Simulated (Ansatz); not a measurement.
Consider BeS in the zinc blende structure (space group F-43m, No. 216; a = 4.869 Å).

All numbers come from Ansatz (an electronic-structure program) r2SCAN, no SOC.

For the base:

- Band gap: 3.59 eV
- Hole mass: 0.34, 0.57, 0.57 mₑ (at Γ)
- Width of the top valence band: 3.35 eV

Modification: the cell is scaled by 1.0150 in all directions; the atoms relax in the strained cell.

Q: Estimate the effect on the band gap, hole mass, width of the top valence band and energy relative to the base.

A: The band gap grows by 0.09 eV, from 3.59 eV to 3.68 eV; the hole mass (degenerate bands, along [100]) goes from 0.34, 0.57, 0.57 mₑ (at Γ) to 0.34, 0.60, 0.60 mₑ (at Γ); the width of the top valence band falls by 0.208 eV, from 3.35 eV to 3.15 eV; the energy grows by 8.5 meV/atom.

Masses are band curvatures over ±0.01 Å⁻¹ around the edge. Stability against distortions was not tested.
